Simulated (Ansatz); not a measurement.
**Al2O3: response to strain**

Take Al2O3 in the corundum structure (space group R-3c, No. 167; a = 4.759 Å, c = 12.995 Å (hexagonal axes)) as the base. Axes: x lies along a and z along c of the hexagonal cell.

Strains are applied to the cell and any free atomic positions relax; under biaxial strain the out-of-plane vector relaxes too; under stress the whole cell relaxes.

Computed with Ansatz (a program for electronic structure) r2SCAN, no spin-orbit coupling.

Candidates:
(a) biaxial strain −1.59 %, plane normal [001], relaxed out of plane
(b) uniaxial stress, 1 GPa tension along x
(c) biaxial strain −1.83 %, plane normal [001], relaxed out of plane
(d) uniaxial stress, 5 GPa compression along z

Notes on the quantities. energy relative to the base: free energy F.

Question: Order them by energy relative to the base, highest first.

Answer: (c) biaxial strain −1.83 %, plane normal [001], relaxed out of plane (+11 meV/atom), (a) biaxial strain −1.59 %, plane normal [001], relaxed out of plane (+8.4 meV/atom), (d) uniaxial stress, 5 GPa compression along z (+1.4 meV/atom), (b) uniaxial stress, 1 GPa tension along x (+0.1 meV/atom)

Beyond what the load breaks, stability against distortions was not tested.
